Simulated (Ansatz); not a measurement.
Start from Ge in the diamond structure (space group Fd-3m, No. 227; a = 5.6744 Å).

Level of theory: Ansatz (a quantum-chemistry and plane-wave program) r2SCAN, no spin-orbit coupling.

Before the change:

| Quantity | Value |
|---|---|
| Band gap | 0.36 eV |
| Gap character | direct at Γ |

Modification: cell and atoms relaxed at a pressure of 1.8 GPa.

Question: What happens to the band gap?

Answer: The band gap goes up by 0.16 eV, from 0.36 eV to 0.52 eV.

Question: What happens to the electron mass?

Answer: The electron mass comes out as 1.7 mₑ along k, 0.082 mₑ across (at L).

Question: How does this affect the gap character?

Answer: The gap character becomes indirect, Γ → L (base: direct at Γ).

Load acts through the strain it causes; cell and atoms are relaxed under it. Effective masses come from finite differences of ±0.01 Å⁻¹. Along k means along the line from Γ to the band edge. Whether these cells are dynamically stable was not tested. The real Ge has an indirect gap at ambient pressure; r2SCAN orders its close-lying valleys differently.
